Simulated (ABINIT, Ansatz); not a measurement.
An Ansatz (a quantum-chemistry and plane-wave program) input for a self-consistent single point of Li₃LaSb₂ (P-3m1, 6 atoms in the cell) (DFT, LDA (PW92), plane waves, default PAW files made with PBE):

Ansatz 0.2 input:
```yaml
# Li3LaSb2
crystal:
  lattice:
    - [4.626530, 0.000000, 0.000000]
    - [-2.313265, 4.006693, 0.000000]
    - [0.000000, 0.000000, 7.455470]
  atoms:
    - { symbol: Li, position: [0.000000, 0.000000, 0.500000] }
    - { symbol: Li, position: [0.666667, 0.333333, 0.357060] }
    - { symbol: Li, position: [0.333333, 0.666667, 0.642940] }
    - { symbol: La, position: [0.000000, 0.000000, 0.000000] }
    - { symbol: Sb, position: [0.333333, 0.666667, 0.258640] }
    - { symbol: Sb, position: [0.666667, 0.333333, 0.741360] }
kpoints:
  mp_grid: { grid: [4, 4, 3] }
hamiltonian:
  xc: lda
  pseudopotentials: { kind: paw }
scf:
  occupations: { method: fermi_dirac, width: 0.0037 Ry }
output:
  forces: true
  eigenvalues: true
  stress: true
```

### Question
Translate this input to ABINIT.

### Answer
One input that does it (others would too):

```
# Li3LaSb2, JTH v2.0 LDA PAW
pp_dirpath "./"
pseudos "Li.LDA_PW-JTH.xml, La.LDA_PW-JTH.xml, Sb.LDA_PW-JTH.xml"
acell 4.6265302821 4.6265302821 7.4554700000 Angstrom
rprim
         1.0000000000   -0.0000000141    0.0000000000
        -0.4999999877    0.8660254109    0.0000000000
         0.0000000000    0.0000000000    1.0000000000
natom 6
ntypat 3
znucl 3 57 51
typat 1 1 1 2 3 3
xcart
         0.0000000000    0.0000000000    3.7277350000
         2.3132651600    1.3355642192    2.6620501182
         0.0000000378    2.6711285038    4.7934198818
         0.0000000000    0.0000000000    0.0000000000
         0.0000000378    2.6711285038    1.9282827608
         2.3132651600    1.3355642192    5.5271872392
      Angstrom
ecut 26 Ha
pawecutdg 52 Ha
pawxcdev 0
occopt 3
tsmear 0.00183747
nband 33
kptopt 1
ngkpt 4 4 3
nshiftk 1
shiftk 0 0 0
nstep 50
tolvrs 1.0e-10
prtwf 0
prtden 0
```

Basis settings and potentials, where a program has them, do not carry over. This input uses DFT, LDA (PW92), plane waves, PAW (JTH v2.0 LDA PAW). LDA parametrisations can differ slightly between programs. The width in Ry is rounded to four decimals.

The starting cell comes from a database of computed structures (which also holds hypothetical and non-ambient phases and stackings), without a prior relaxation at this level. Its lattice was rescaled by a random factor within 2.5 % of one. For this run, on top of that: lattice scaled by 0.98.
